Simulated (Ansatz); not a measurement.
Input and output of a self-consistent single point for IrRh3 (I4mm, 4 atoms in the cell) (Ansatz, a program for electronic structure).

Computed with LDA (PW92), default PAW files made with PBE (plane waves; Ansatz).

```xyz
4
Lattice="-1.9125 1.9125 3.8309 1.9125 -1.9125 3.8309 1.9125 1.9125 -3.8309" Properties=species:S:1:pos:R:3 pbc="T T T"
Ir     0.0000     0.0000     0.0500
Rh     0.0000     1.9125     1.9155
Rh     1.9125     0.0000     1.9155
Rh     0.0000     0.0000     3.8309
```

Reference input (self-consistent single point, DFT, LDA (PW92), plane waves, default PAW files made with PBE): basis.ecutwfc = 420 eV; kpoints.mp_grid.grid = 12 12 12; hamiltonian.xc = lda; hamiltonian.pseudopotentials = {kind: paw} (the program's default PAW files); scf.occupations.method = fermi_dirac; scf.occupations.width = 0.1 eV. This run's input differs from it in these lines:

Ansatz 0.2 input:
```diff
@@ -13,3 +13,3 @@
 kpoints:
-  mp_grid: { grid: [12, 12, 12] }
+  mp_grid: { grid: [20, 20, 20] }
 hamiltonian:
@@ -18,3 +18,3 @@
 scf:
-  occupations: { method: fermi_dirac, width: 0.1 }
+  occupations: { method: methfessel_paxton, width: 0.02 }
 output:
```

The program printed (abridged):

```
SCF iter   1: F=—  HF=-30499.293565 eV  |F-HF|=—  |Δ(HF+E_count)|=         —  Δρ=1.28e-2  dr2=9.77e-2  ethr=1.77e-3  ⟨swp⟩=6.2  Hψ=89847  notcnv=0  defer=6
all-band conjugate gradients solve this SCF's bands
preconditioner: auto → Kerker (q_TF=auto, 2.818 Å⁻¹)
SCF iter   2: F=—  HF=-30499.284774 eV  |F-HF|=—  |Δ(HF+E_count)|=   8.79e-3  S|Δr|=    0.00e0  Δρ=6.02e-3  dr2=1.95e-2  ethr=1.44e-4  ⟨swp⟩=2.0  Hψ=34830  notcnv=0  defer=922
SCF iter   3: F=—  HF=-30499.281616 eV  |F-HF|=—  |Δ(HF+E_count)|=   3.16e-3  S|Δr|=    0.00e0  Δρ=8.45e-4  dr2=1.44e-4  ethr=2.87e-5  ⟨swp⟩=2.6  Hψ=38655  notcnv=0  defer=978
SCF iter   4: F=—  HF=-30499.281588 eV  |F-HF|=—  |Δ(HF+E_count)|=   2.78e-5  S|Δr|=    0.00e0  Δρ=1.09e-4  dr2=9.01e-6  ethr=2.11e-7  ⟨swp⟩=2.7  Hψ=44500  notcnv=0  defer=978
SCF iter   5: F=—  HF=-30499.281585 eV  |F-HF|=—  |Δ(HF+E_count)|=   2.94e-6  S|Δr|=    0.00e0  Δρ=3.57e-5  dr2=6.10e-7  ethr=1.32e-8  ⟨swp⟩=2.5  Hψ=44370  notcnv=0  defer=978
SCF iter   6: F=-30499.281585 eV  HF=-30499.281585 eV  |F-HF|=2.43e-8  |Δ(HF+E_count)|=   1.51e-7  S|Δr|=    0.00e0  Δρ=6.69e-6  dr2=3.71e-8  ethr=1.47e-10  ⟨swp⟩=7.9  Hψ=93993  notcnv=0
SCF 1 converged in 6 iterations: F = -30499.281585 eV  dr2 = 3.71e-8
Stability not checked (fill_not_monotonic)
Free energy (F): -30499.281585 eV
Internal energy: -30499.281565 eV  (E = F + TS)
E sigma→0 (E₀):  -30499.281580 eV
Entropy (-TS):   -0.000020 eV (-0.005 meV/atom)
Fermi energy:    22.557296 eV
--- Forces (eV/Å), atoms counted from 1 ---
  atom   1  Ir     0.00000000     0.00000000    -0.56335807
  atom   2  Rh    -0.00000000    -0.00000000     0.23545940
  atom   3  Rh     0.00000000     0.00000000     0.23545940
  atom   4  Rh    -0.00000000    -0.00000000     0.09243026
--- Stress (GPa, compression-positive) ---
      -14.175416       0.000000      -0.000000
        0.000000     -14.175416       0.000000
       -0.000000       0.000000     -14.268799
  P = ⅓ Tr σ = -14.2065 GPa (-142.065 kbar)
  The stress holds the Pulay correction. Without it, at fixed plane waves, as pw.x and ABINIT print it: P = -14.2881 GPa
```

The run converged in 6 iterations. Against the reference run the free energy rises by 20.5 meV/atom, the pressure goes from -13.81 to -14.21 GPa and the largest force goes from 0.550 to 0.563 eV/Å.

The starting cell comes from a database of computed structures (which also holds hypothetical and non-ambient phases and stackings), without a prior relaxation at this level. Its lattice was rescaled by up to half a per cent. One atom was moved a little off its site on purpose. Spin polarisation is off. With a pressure of about -14 GPa the cell is away from its equilibrium volume at this level. Ansatz's pressure includes its estimate of the finite-basis (Pulay) stress.

Cost on one core of a shared machine: roughly 2 min.
